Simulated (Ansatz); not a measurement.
# cubic SrTiO3 (1 1 0) on silicon (1 1 0) (film strained to the substrate, started from cuts of the bulks and a machine-learned relaxation; metallic at this level, with no gap by band count; slabs Si16 and Sr4Ti4O10, which can lie off the formulas)

A periodic stack without vacuum, cubic SrTiO3 (1 1 0) on silicon (1 1 0) (film strained to the substrate, started from cuts of the bulks and a machine-learned relaxation; metallic at this level, with no gap by band count; slabs Si16 and Sr4Ti4O10, which can lie off the formulas): substrate slab Si16, film Sr4Ti4O10, surface cells [[0, -1], [1, -1]] and [[1, 0], [1, 1]], film strained by -1.8 and -1.8 %, outermost planes Si/Si and OSrTi/OSrTi as cut, which need not be the usual terminations and can put a slab off its formula.

The start was prepared with a machine-learned potential, and the result is one local minimum, with the in-plane cell held and forces under 0.04 eV/Å; the film can end far from its bulk form.

All values below come from PBE (plane waves to 420 eV, PAW; Ansatz, a program for electronic structure). No spin–orbit coupling; the runs are not spin-polarised; PBE gaps are too small against experiment. Its k-point mesh 7×4×1, Fermi–Dirac width 0.05 eV.

interface area: 21.2 Å²
period: 26.90 Å
heights between the nearest atoms of the two slabs at the two interfaces: 2.49 and 2.49 Å
Si–Sr contacts across the interfaces within 1.22 times the sum of covalent radii: 4, mean 3.36 Å
Si–Ti contacts across the interfaces within 1.22 times the sum of covalent radii: 4, mean 2.82 Å

```
CELL_PARAMETERS angstrom
      3.86731    -0.00016    -0.06593
      3.86705     5.46976    -0.09476
      0.18655     0.31406    26.89921
ATOMIC_POSITIONS crystal
  Si 0.11527 0.54159 0.11748
  Si 0.36780 0.79144 0.11776
  Si 0.11836 0.03648 0.04538
  Si 0.34472 0.29703 0.04543
  Si 0.13269 0.53670 0.26155
  Si 0.38178 0.78761 0.26186
  Si 0.12501 0.03892 0.18973
  Si 0.37374 0.29006 0.18954
  Si 0.14647 0.53285 0.40554
  Si 0.39565 0.78378 0.40617
  Si 0.13939 0.03492 0.33393
  Si 0.38870 0.28587 0.33366
  Si 0.17002 0.52288 0.54993
  Si 0.42099 0.78376 0.55032
  Si 0.15084 0.03306 0.47803
  Si 0.39855 0.28303 0.47771
  Sr 0.72342 0.15976 0.64271
  Ti 0.72135 0.66848 0.64536
  O  0.19578 0.68327 0.64849
  Sr 0.21216 0.67869 0.74715
  Ti 0.21213 0.17527 0.74603
  O  0.47967 0.90919 0.69545
  O  0.98719 0.38726 0.68553
  O  0.70966 0.17714 0.74507
  Sr 0.71842 0.17448 0.84905
  Ti 0.72342 0.67235 0.84962
  O  0.95318 0.43983 0.79441
  O  0.44865 0.94066 0.80115
  O  0.22266 0.67298 0.85006
  Sr 0.24564 0.66165 0.95289
  Ti 0.24095 0.16301 0.95070
  O  0.51732 0.89289 0.90819
  O  0.97496 0.41572 0.90204
  O  0.73448 0.16885 0.94708
```
